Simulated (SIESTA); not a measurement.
A self-consistent single point of Na3Ga (Pm-3m, 4 atoms in the cell) with SIESTA.

Computed with SIESTA with LDA PW92, numerical atomic orbitals DZP, PseudoDojo LDA standard norm-conserving potentials (rewritten from UPF to PSML).

The change in words: lattice scaled by 0.98. Reference geometry:
```yaml
crystal:
  lattice:
    - [4.94161, 0.00000, 0.00000]
    - [0.00000, 4.94161, 0.00000]
    - [0.00000, 0.00000, 4.94161]
  atoms:
    - { symbol: Na, position: [0.50000, 0.00000, 0.50000] }
    - { symbol: Na, position: [0.00000, 0.50000, 0.50000] }
    - { symbol: Na, position: [0.50000, 0.50000, 0.00000] }
    - { symbol: Ga, position: [0.00000, 0.00000, 0.00000] }
```

Reference input (self-consistent single point, DFT, LDA PW92, numerical atomic orbitals DZP, PseudoDojo LDA standard norm-conserving potentials (rewritten from UPF to PSML)): XC.functional = LDA; XC.authors = PW92; potentials = PseudoDojo LDA standard; PAO.BasisSize = DZP; PAO.EnergyShift = 0.005 Ry; MeshCutoff = 350 Ry; kgrid.MonkhorstPack = 9 9 9; OccupationFunction = FD; ElectronicTemperature = 0.136 eV; MaxSCFIterations = 150; SCF.Mixer.Method = Pulay; SCF.Mixer.Weight = 0.1. This run's input differs from it in these lines:

```diff
@@ -12,5 +12,5 @@
 %block LatticeVectors
-     9.338298963    0.000000000    0.000000000
-     0.000000000    9.338298963    0.000000000
-     0.000000000    0.000000000    9.338298963
+     9.151533551    0.000000000    0.000000000
+     0.000000000    9.151533551    0.000000000
+     0.000000000    0.000000000    9.151533551
 %endblock LatticeVectors
@@ -18,5 +18,5 @@
 %block AtomicCoordinatesAndAtomicSpecies
-     4.669149482    0.000000000    4.669149482  1
-     0.000000000    4.669149482    4.669149482  1
-     4.669149482    4.669149482    0.000000000  1
+     4.575766775    0.000000000    4.575766775  1
+     0.000000000    4.575766775    4.575766775  1
+     4.575766775    4.575766775    0.000000000  1
      0.000000000    0.000000000    0.000000000  2
```

Output (repeated stretches shortened):

```
        iscf     Eharris(eV)        E_KS(eV)     FreeEng(eV)     dDmax    Ef(eV) dHmax(eV)
   scf:    1    -5795.746325    -5799.651316    -5799.754137  0.683295 -4.205886  2.511715
   scf:    2    -5799.751913    -5799.702862    -5799.806529  0.015251 -4.194598  2.147532
   scf:    3    -5799.857626    -5799.806066    -5799.911990  0.074183 -4.163229  0.927885
   scf:    4    -5799.824202    -5799.817966    -5799.924102  0.030921 -4.219349  0.061653
   scf:    5    -5799.818151    -5799.818067    -5799.924179  0.001966 -4.216295  0.005014
   scf:    6    -5799.818097    -5799.818083    -5799.924184  0.000628 -4.218352  0.001688
   scf:    7    -5799.818077    -5799.818080    -5799.924184  0.000146 -4.218366  0.001310
   scf:    8    -5799.818082    -5799.818081    -5799.924184  0.000086 -4.218408  0.000058
mix: Pulay -- inversion failed, > SVD [rank/size] 5 / 7
   scf:    9    -5799.818081    -5799.818081    -5799.924184  0.000004 -4.218404  0.000012
SCF Convergence by DM+H criterion
max |DM_out - DM_in|         :     0.0000042426
max |H_out - H_in|      (eV) :     0.0000116737
SCF cycle converged after 9 iterations

Using DM_out to compute the final energy and forces

siesta: E_KS(eV) =            -5799.8181

siesta: E_KS - E_eggbox =     -5799.8181

siesta: Atomic forces (eV/Ang):
     1    0.000000   -0.000000    0.000000
     2   -0.000000    0.000000    0.000000
     3    0.000000    0.000000   -0.000000
     4    0.000000    0.000000    0.000000
   Tot    0.000000    0.000000    0.000000
   Max    0.000000
   Res    0.000000    sqrt( Sum f_i^2 / 3N )
   Max    0.000000    constrained

Stress tensor Voigt[x,y,z,yz,xz,xy] (kbar):       16.36       16.36       16.36        0.00        0.00        0.00
(Free)E + p*V (eV/cell)    -5801.0842
   [... lines left out ...]
siesta: FreeEng =     -5799.924184
   [... lines left out ...]
siesta:     0.010214    0.000000    0.000000
siesta:     0.000000    0.010214    0.000000
siesta:     0.000000    0.000000    0.010214

siesta: Cell volume =        113.575597 Ang**3

siesta: Pressure (static):
siesta:                Solid            Molecule  Units
siesta:          -0.00011124         -0.00011124  Ry/Bohr**3
siesta:          -0.01021360         -0.01021360  eV/Ang**3
siesta:         -16.36399263        -16.36399868  kBar
```

The run converged in 9 iterations. Against the reference run the free energy goes down by 20.5 meV/atom and the pressure goes from -2.04 to -1.64 GPa.

The starting cell comes from a database of computed structures (which also holds hypothetical and non-ambient phases and stackings), without a prior relaxation at this level. Its lattice was rescaled by a random factor within 2.5 % of one. For this run, on top of that: lattice scaled by 0.98. Values carry the incompleteness of an atom-centred basis.

Cost on one core of a shared machine: roughly 50 s.
